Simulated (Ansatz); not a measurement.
# What electrons 3.0×10^21 cm⁻³ does to hypothetical P6_3/mmc HgI2

The reference is HgI₂ (space group P6_3/mmc, No. 194; a = 4.155 Å, c = 14.393 Å; a hypothetical phase, not in the database extracts checked).

Modification: electron doping at 3.0×10^21 cm⁻³ (0.645 per cell), with a uniform compensating background at fixed cell and a 300 K Fermi–Dirac width.

The values are results of r2SCAN+rVV10 (Ansatz, an electronic-structure program; PAW; 500 eV plane waves; spin-orbit coupling left out), not measurements. Settings: 13×13×4 k-points, 0.0259 eV Fermi–Dirac smearing.

```json
[
 {"quantity": "gap between the host's bands", "base": "0.66 eV", "changed": "0.47 eV", "shift": "-0.199 eV"},
 {"quantity": "Fermi level relative to the doped band's edge (positive inside the band; to 0.05 eV)", "base": "–", "changed": "+0.70 eV", "shift": "–"}
]
```

Charged cell with a jellium background: band edges are those of the host's band count, energies are not comparable with the neutral cell, and many-body gap narrowing is missing. Spin-orbit coupling, missing from the scalar runs, can matter with Hg and I. Whether these cells are dynamically stable was not tested.
